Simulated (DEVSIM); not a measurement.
Device: Al0.3Ga0.7As/GaAs p-n heterojunction, at 300 K.

| layer (left to right) | material | thickness (μm) | Nd (cm⁻³) | Na (cm⁻³) | τn (s) | τp (s) |
|---|---|---|---|---|---|---|
| 1 | Al0.3Ga0.7As | 0.0630 | - | 1.1e16 | 3.5e-10 | 3.5e-10 |
| 2 | GaAs | 0.230 | 1.5e16 | - | 3.5e-10 | 3.5e-10 |

Left contact: ohmic. Right contact: ohmic. Voltage is applied to the left contact. Recombination: SRH at mid-gap. Mobility is constant in doping.

The device is made up for the run: typed textbook-type constants, with dimensions and the other settings drawn at random. Values at 300 K.

```csv
parameter,Al0.3Ga0.7As,GaAs
gap (eV),1.7981,1.424
affinity (eV),3.833,4.07
permittivity,12.05,12.9
Nc (cm⁻³),6.96e17,4.7e17
Nv (cm⁻³),9e18,9e18
μn (cm²/Vs),3880,8500
μp (cm²/Vs),197,400
```

Simulated with DEVSIM: 1D drift-diffusion, Boltzmann statistics, complete ionisation; no tunnelling, impact ionisation, image-force lowering or self-heating. Band offsets follow the typed affinities; no thermionic-emission limit at abrupt steps, no polarisation charge.

### Question
Tabulate band edges, carrier densities and field at zero bias.

### Answer
Energies count from the Fermi level of the right contact; mesh points crowd at the junctions.

```tsv
x (μm)	Ec (eV)	Ev (eV)	n (cm⁻³)	p (cm⁻³)	field (V/cm)
0.000	1.625	-0.173	< 1e2	1.1e16	-58000
0.002921	1.608	-0.190	< 1e2	5.7e15	-58000
0.007338	1.582	-0.216	< 1e2	2.1e15	-59000
0.01402	1.542	-0.256	< 1e2	4.5e14	-60000
0.02852	1.454	-0.344	< 1e2	1.5e13	-62000
0.04142	1.372	-0.426	< 1e2	6.4e11	-64000
0.05003	1.317	-0.482	< 1e2	7.3e10	-66000
0.05794	1.264	-0.534	< 1e2	9.6e9	-67000
0.06159	1.240	-0.559	< 1e2	3.7e9	-68000
0.06408	0.986	-0.438	< 1e2	4.0e11	-63000
0.06773	0.963	-0.461	< 1e2	1.6e11	-62000
0.07621	0.911	-0.513	230	2.2e10	-61000
0.08711	0.846	-0.578	2800	1.8e9	-58000
0.1045	0.748	-0.676	130000	4.0e7	-55000
0.1450	0.544	-0.880	3.4e8	15000	-46000
0.1913	0.354	-1.071	5.4e11	< 1e2	-36000
0.2286	0.233	-1.191	5.8e13	< 1e2	-29000
0.2546	0.166	-1.258	7.8e14	< 1e2	-23000
0.2748	0.123	-1.301	4.1e15	< 1e2	-19000
0.2835	0.106	-1.318	7.7e15	< 1e2	-18000
0.2889	0.096	-1.328	1.1e16	< 1e2	-18000
0.2930	0.089	-1.335	1.5e16	< 1e2	-18000
```
